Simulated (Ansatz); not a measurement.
**BN: pressure series**

The reference is BN in the zinc blende structure (space group F-43m, No. 216; a = 3.625 Å).

Cell and atoms are relaxed at each pressure.

All numbers come from PBE in Ansatz (plane waves to 420 eV, PAW, without spin-orbit coupling).

Notes on the quantities. enthalpy: H = E + PV relative to the base's energy.

```tsv
case	volume per atom	electron mass	band gap	enthalpy	width of the top valence band
base	5.95 Å³	0.91 mₑ along k, 0.30 mₑ across (at X)	4.46 eV	–	6.45 eV
pressure −2 GPa	5.99 Å³	0.92 mₑ along k, 0.30 mₑ across (at X)	4.46 eV	-0.07 eV/atom	6.41 eV
pressure −1 GPa	5.97 Å³	0.92 mₑ along k, 0.30 mₑ across (at X)	4.46 eV	-0.04 eV/atom	6.43 eV
pressure 0.3 GPa	5.95 Å³	0.91 mₑ along k, 0.30 mₑ across (at X)	4.46 eV	+0.01 eV/atom	6.45 eV
pressure 0.7 GPa	5.94 Å³	0.91 mₑ along k, 0.30 mₑ across (at X)	4.46 eV	+0.03 eV/atom	6.46 eV
pressure 1.5 GPa	5.93 Å³	0.91 mₑ along k, 0.30 mₑ across (at X)	4.47 eV	+0.06 eV/atom	6.47 eV
pressure 3 GPa	5.91 Å³	0.91 mₑ along k, 0.30 mₑ across (at X)	4.47 eV	+0.11 eV/atom	6.50 eV
pressure 5 GPa	5.88 Å³	0.91 mₑ along k, 0.30 mₑ across (at X)	4.48 eV	+0.18 eV/atom	6.54 eV
pressure 7.5 GPa	5.84 Å³	0.91 mₑ along k, 0.30 mₑ across (at X)	4.48 eV	+0.28 eV/atom	6.58 eV
pressure 10 GPa	(withheld)	(withheld)	4.49 eV	+0.37 eV/atom	6.63 eV
```

Task: Complete the table.

Result: 
- pressure 10 GPa, volume per atom: 5.80 Å³
- pressure 10 GPa, electron mass: 0.90 mₑ along k, 0.30 mₑ across (at X)

Load acts through the strain it causes; cell and atoms are relaxed under it. Masses are band curvatures over ±0.01 Å⁻¹ around the edge. Along k means along the line from Γ to the band edge. No phonon test of stability was made. No other phases were tried under pressure.

Ansatz is a first-principles code.
